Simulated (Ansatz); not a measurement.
Consider the following.

```xyz
2
Lattice="4.3307 0.0000 0.0000 0.0000 4.3307 0.0000 2.1653 -2.1653 3.0698" Properties=species:S:1:pos:R:3 pbc="T T T"
Sb     2.1653     0.0000     1.5349
Ga     0.0000     0.0000     0.0000
```

No spin polarisation.

Computed with Ansatz (a program for electronic structure) r2SCAN, without spin-orbit coupling. Γ-centred 13×13×13 mesh, Fermi–Dirac width 0.05 eV.

Problem. Estimate the pressure (mean of the normal stresses, compression positive).

Solution. 0.08 GPa.

Problem. Predict the electron mass.

Solution. 0.024 mₑ (at Γ).

Spin-orbit coupling, missing from the scalar runs, can matter with Sb. The levels and masses belong to the bands next to the band gap. The cells carry an imposed strain or load. Effective masses come from finite differences of ±0.01 Å⁻¹. No phonon test of stability was made. The cell was made from GaSb in the zinc blende structure (space group F-43m, No. 216) by this change: biaxial strain −0.13 %, plane normal [001], relaxed out of plane.
